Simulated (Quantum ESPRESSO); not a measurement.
The steps of a band-structure calculation for a (001) slab of Mg (cut from a parent of space group no. 194; 4 atoms in the cell) with Quantum ESPRESSO.

Computed with LDA (PZ), GBRV 1.5 ultrasoft (LDA) pseudopotentials (plane waves; Quantum ESPRESSO 7.5).

Step 1 (scf):

```fortran
&control
    calculation = 'scf'
    outdir = './work'
    pseudo_dir = './'
    tprnfor = .true.
    tstress = .true.
/
&system
    ibrav = 0
    nat = 4
    ntyp = 1
    ecutwfc = 40
    ecutrho = 200
    occupations = 'smearing'
    smearing = 'gaussian'
    degauss = 0.0073499
/
&electrons
    conv_thr = 1e-8
    mixing_beta = 0.2
    mixing_mode = 'local-TF'
/
ATOMIC_SPECIES
Mg    24.3050  mg_lda_v1.4.uspp.F.UPF
ATOMIC_POSITIONS crystal
Mg    0.000000000    0.000000000    0.718138000
Mg    0.000000000    0.000000000    0.427285000
Mg    0.333333333    0.666666667    0.281862000
Mg    0.666666667    0.333333333    0.572709000
K_POINTS automatic
10 10 1  0 0 0
CELL_PARAMETERS bohr
   6.084984140     0.000000000     0.000000000
  -3.042492070     5.269750847     0.000000000
   0.000000000     0.000000000    33.522229670
```

Step 2 (bands):

```fortran
&control
    calculation = 'bands'
    outdir = './work'
    pseudo_dir = './'
    verbosity = 'high'
/
&system
    ibrav = 0
    nat = 4
    ntyp = 1
    ecutwfc = 40
    ecutrho = 200
    occupations = 'smearing'
    smearing = 'gaussian'
    degauss = 0.0073499
    nbnd = 28
/
&electrons
    conv_thr = 1e-8
    startingwfc = 'random'
    diago_thr_init = 1.0d-6
    diagonalization = 'cg'
/
ATOMIC_SPECIES
Mg    24.3050  mg_lda_v1.4.uspp.F.UPF
ATOMIC_POSITIONS crystal
Mg    0.000000000    0.000000000    0.718138000
Mg    0.000000000    0.000000000    0.427285000
Mg    0.333333333    0.666666667    0.281862000
Mg    0.666666667    0.333333333    0.572709000
K_POINTS crystal_b
4
  0.00000000   0.00000000   0.00000000  11  ! G
  0.50000000   0.00000000   0.00000000   7  ! M
  0.33333333   0.33333333   0.00000000  13  ! K
  0.00000000   0.00000000   0.00000000   1  ! G
CELL_PARAMETERS bohr
   6.084984140     0.000000000     0.000000000
  -3.042492070     5.269750847     0.000000000
   0.000000000     0.000000000    33.522229670
```

Step 3 (bands.x):

```fortran
&bands
    outdir = './work'
    filband = 'bands.dat'
    lsym = .false.
/
```

Output of bands (abridged):

```
     Atomic positions and unit cell read from directory:
     ./work/pwscf.save/

     Message from routine setup:
     using ibrav=0 with symmetry is DISCOURAGED, use correct ibrav instead
     G-vector sticks info
     --------------------
     sticks:   dense  smooth     PW     G-vecs:    dense   smooth      PW
     Sum         511     421    121                51373    36759    6279

     bravais-lattice index     =            0
   [... lines left out ...]
     unit-cell volume          =    1074.9356 (a.u.)^3
   [... lines left out ...]
        k(    2) = (   0.0454545   0.0262432   0.0000000), wk =   0.0625000
        k(    3) = (   0.0909091   0.0524864   0.0000000), wk =   0.0625000
   [... 29 lines left out ...]

     Dense  grid:    51373 G-vectors     FFT dimensions: (  27,  27, 160)

     Smooth grid:    36759 G-vectors     FFT dimensions: (  25,  25, 135)

     The potential is recalculated from file :
     ./work/pwscf.save/charge-density

     Band Structure Calculation
     CG style diagonalization

     ethr =  1.00E-06,  avg # of iterations = 22.8

     End of band structure calculation

          k = 0.0000 0.0000 0.0000 (  4567 PWs)   bands (ev):

   -74.0763 -74.0677 -73.8994 -73.8900 -41.5278 -41.5187 -41.4865 -41.4865
   -41.4784 -41.4784 -41.3431 -41.3243 -41.3200 -41.3200 -41.3102 -41.3102
    -5.1806  -4.3515  -3.0454  -1.2586   0.5170   2.7391   4.1116   6.1187
     6.2023   9.8176   9.8887  12.3241

          k = 0.0455 0.0262 0.0000 (  4563 PWs)   bands (ev):

   -74.0762 -74.0677 -73.8993 -73.8900 -41.5277 -41.5187 -41.4869 -41.4866
   -41.4789 -41.4785 -41.3430 -41.3244 -41.3204 -41.3202 -41.3107 -41.3103
    -5.1406  -4.3117  -3.0060  -1.2193   0.5542   2.7767   4.1502   6.1558
     6.2387   9.8382   9.9142  11.2866

   [... 30 blocks of this kind left out ...]
```

Output of bands.x (abridged):

```
     Reading xml data from directory:

     ./work/pwscf.save/

     G-vector sticks info
     --------------------
     sticks:   dense  smooth     PW     G-vecs:    dense   smooth      PW
     Sum         511     421    121                51373    36759    6279

     Reading collected, re-writing distributed wavefunctions
     high-symmetry point:  0.0000 0.0000 0.0000   x coordinate   0.0000
     high-symmetry point:  0.5000 0.2887 0.0000   x coordinate   0.5774
     high-symmetry point:  0.3333 0.5774 0.0000   x coordinate   0.9107
     high-symmetry point:  0.0000 0.0000 0.0000   x coordinate   1.5774

     Plottable bands (eV) written to file bands.dat.gnu
     Bands written to file bands.dat

   JOB DONE.
```

The starting cell comes from a database of computed structures (which also holds hypothetical and non-ambient phases and stackings), without a prior relaxation at this level. The slab is cut from that crystal, and its faces are unrelaxed. Its lattice was rescaled in the plane by a random factor within 2.5 % of one. The two faces of this cut differ, and no dipole correction was used.
